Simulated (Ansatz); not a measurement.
Consider the following.

```yaml
crystal:
  lattice:
    - [3.61479, 0.00000, 0.00000]
    - [0.00000, 3.61479, 0.00000]
    - [0.00000, 0.00000, 5.29926]
  atoms:
    - { symbol: Hf, position: [0.00000, 0.00000, 0.00000] }
    - { symbol: Hf, position: [0.50000, 0.50000, 0.50000] }
    - { symbol: O, position: [0.00000, 0.50000, 0.19047] }
    - { symbol: O, position: [0.00000, 0.50000, 0.69047] }
    - { symbol: O, position: [0.50000, 0.00000, 0.30953] }
    - { symbol: O, position: [0.50000, 0.00000, 0.80953] }
```

No spin polarisation.

Calculations: plane-wave PAW DFT at the PBE level (Ansatz, an electronic-structure program, 420 eV), no spin-orbit coupling. Settings: 9×9×6 k-points, 0.05 eV Fermi–Dirac smearing.

Task: Predict the band gap and gap character.

Result: The band gap is 4.67 eV. The gap character is indirect, Z → Γ.

With Hf present, leaving out spin-orbit coupling can change the band edges. Load acts through the strain it causes; cell and atoms are relaxed under it. No phonon test of stability was made. The cell was made from HfO2 (space group P4_2/nmc, No. 137) by this change: pressure −2 GPa. This is not the structure that HfO2 has at room temperature and ambient pressure.
